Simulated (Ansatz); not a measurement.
Hypothetical R3c SnTeO3, pressure series

Base system: SnTeO$_{3}$ (space group R3c, No. 161; a = 6.354 Å, c = 13.401 Å (hexagonal axes); a hypothetical phase, not in the database extracts checked).

Cell and atoms are relaxed at each pressure.

The values are results of plane-wave PAW DFT at the PBEsol level (Ansatz, an electronic-structure program, 420 eV), no spin-orbit coupling, not measurements.

```json
[
 {"pressure (GPa)": "-2", "volume per atom (Å³/atom)": "16.900"},
 {"pressure (GPa)": "-1", "volume per atom (Å³/atom)": "16.116"},
 {"pressure (GPa)": "0", "volume per atom (Å³/atom)": "15.620"},
 {"pressure (GPa)": "0.3", "volume per atom (Å³/atom)": "15.499"},
 {"pressure (GPa)": "0.7", "volume per atom (Å³/atom)": "15.347"},
 {"pressure (GPa)": "1.5", "volume per atom (Å³/atom)": "15.084"},
 {"pressure (GPa)": "5", "volume per atom (Å³/atom)": "?"},
 {"pressure (GPa)": "7.5", "volume per atom (Å³/atom)": "13.813"},
 {"pressure (GPa)": "10", "volume per atom (Å³/atom)": "13.462"}
]
```

Task: Fit the third-order Birch–Murnaghan form P(V) = (3B₀/2)[(V₀/V)^(7/3) − (V₀/V)^(5/3)]·[1 + (3/4)(B₀′ − 4)((V₀/V)^(2/3) − 1)] (squares taken in P) to the rows shown and predict the withheld row.

Result: Least squares on the printed values gives V₀ = 15.623 Å³/atom, B₀ = 36.5 GPa, B₀′ = 8.7; this predicts 14.238 Å³/atom, and the run gives 14.241 Å³/atom, 0.003 higher.

Load acts through the strain it causes; cell and atoms are relaxed under it. Whether these cells are dynamically stable was not tested. No other phases were tried under pressure.
